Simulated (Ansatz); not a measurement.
An Ansatz (a program for electronic structure) run: Ca with a change (isotropic strain −1.00 %); plane-wave PAW DFT at the PBEsol level (Ansatz, 420 eV), no spin-orbit coupling.

Input:

Ansatz 0.2 input:
```yaml
crystal:
  lattice:
    - [0, 2.7006200031, 2.7006200031]
    - [2.7006200031, 0, 2.7006200031]
    - [2.7006200031, 2.7006200031, 0]
  atoms:
    - { symbol: Ca, position: [0, 0, 0] }
basis: { ecutwfc: 420, ecutrho_ratio: 4, xc_grid: 2, fft_grid_basis: typed }
kpoints: { mp_grid: { grid: [21, 21, 21] } }
hamiltonian:
  xc: pbesol
  dispersion: none
  pseudopotentials: { kind: paw }
scf: { occupations: { method: fermi_dirac, width: 0.1 }, convergence: { dr2_threshold: 0.0000000001 } }
relax: { f_tol: 0.005, max_steps: 50 }
output: { forces: true, stress: true }
checkpoint: { write: state.ck, write_every: 1000 }
```

Output (explanatory and most iteration lines left out):

```
Relaxation: its limit of steps is 50 (relax.max_steps)
Pseudopotential: Ca, paw, valence charge 10
Crystal: 1 atoms, lattice volume = 39.393 Å³
Basis set: ecut = 420 eV, 749 PW (Γ), exchange–correlation on 54×54×54 points (8 copies of the dense FFT grid, shifted against one another)
Bands: 9, of which v1, the nominal top of the filled ones, is band 5 counted from 1 (4 counted from 0)
Symmetry: 48 space group operations
Space group: Fm-3m (ITA 225), of the structure as read, at distance tolerance 3.4e-5 Å
k-points: 286 of 9261
Functional: x = pbesol(κ = 0.804, μ = 0.12345679012345678), c = pbesol(β = 0.046)
SCF iter   1: F=—  HF=-1793.751980 eV  |F-HF|=—  |Δ(HF+E_count)|=         —  Δρ=2.10e-3  dr2=1.52e-3  ethr=1.77e-3  ⟨swp⟩=5.8  Hψ=20962  notcnv=0
SCF iter   2: F=—  HF=-1793.751469 eV  |F-HF|=—  |Δ(HF+E_count)|=   5.12e-4  Δρ=9.74e-4  dr2=3.33e-4  ethr=1.52e-5  ⟨swp⟩=2.2  Hψ=6102  notcnv=0
SCF 1 converged in 6 iterations: F = -1793.751378 eV  dr2 = 2.83e-11
relax step   1: F+E_penalty+E_count = -1793.75137769 eV  Δ(F+E_penalty+E_count) = +0.000e0 eV  max|allowed force component| = 0.000e0 eV/Å  Δτ_max = 0.0000 Å  (6 SCF iters, accepted)
SCF converged after 6 iterations
Free energy (F): -1793.751378 eV
Internal energy: -1793.711632 eV  (E = F + TS)
E sigma→0 (E₀):  -1793.731505 eV
Entropy (-TS):   -0.039746 eV (-39.746 meV/atom)
Fermi energy:    5.364211 eV
--- Forces (eV/Å), atoms counted from 1 ---
  atom   1  Ca     0.00000000     0.00000000     0.00000000
--- Stress (GPa, compression-positive) ---
        0.580729       0.000000      -0.000000
       -0.000000       0.580729       0.000000
        0.000000      -0.000000       0.580729
  P = ⅓ Tr σ = 0.5807 GPa (5.807 kbar)
--- Relaxed structure (1 steps of the walk, 1 accepted, 0 SCFs on fresh bases) ---
  atoms:
    - { symbol: Ca, position: [0.0, 0.0, 0.0] }
```

Whether these cells are dynamically stable was not tested. The cell was made from Ca in the fcc (Cu type) structure (space group Fm-3m, No. 225) by this change: isotropic strain −1.00 %.
